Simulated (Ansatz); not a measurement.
Consider MgB$_{2}$ (space group P6/mmm, No. 191; a = 3.0753 Å, c = 3.5248 Å; relaxed with 0.1 eV smearing). Axes: x lies along a and z along c of the hexagonal cell.

Structures relaxed with PBE (Ansatz, a program for electronic structure; PAW; 420 eV plane waves; no spin-orbit coupling).

Base:

Simulated powder pattern, Cu Kα1, λ = 1.54056 Å (kinematic, ideal powder, no thermal factors, no anomalous dispersion; the 8 strongest lines at most, above 2 %, up to 2θ = 90°):

```
2θ (°)  I/Imax (%)    hkl
------  ----------  -----
25.25          3.5  (001)
33.62           27  (100)
42.51          100  (101)
51.83           13  (002)
60.13           24  (110)
63.21          9.4  (102)
76.39           15  (201)
83.33           18  (112)
```

Perturbation: uniaxial stress, 3 GPa compression along z; all other stress components relax to zero.

After the change:

Simulated powder pattern, Cu Kα1, λ = 1.54056 Å (kinematic, ideal powder, no thermal factors, no anomalous dispersion; the 8 strongest lines at most, above 2 %, up to 2θ = 90°):

| 2θ (°) | I/Imax (%) | hkl |
|---|---|---|
| 25.54 | 3.5 | (001) |
| 33.59 | 28 | (100) |
| 42.67 | 100 | (101) |
| 52.48 | 13 | (002) |
| 60.07 | 24 | (110) |
| 63.76 | 9.3 | (102) |
| 76.45 | 15 | (201) |
| 83.80 | 18 | (112) |

The indices refer to the base's conventional cell; one index is shown for lines that coincide.

Load acts through the strain it causes; cell and atoms are relaxed under it. Stability under load was not tested beyond the relaxation. All final runs are without spin polarisation.
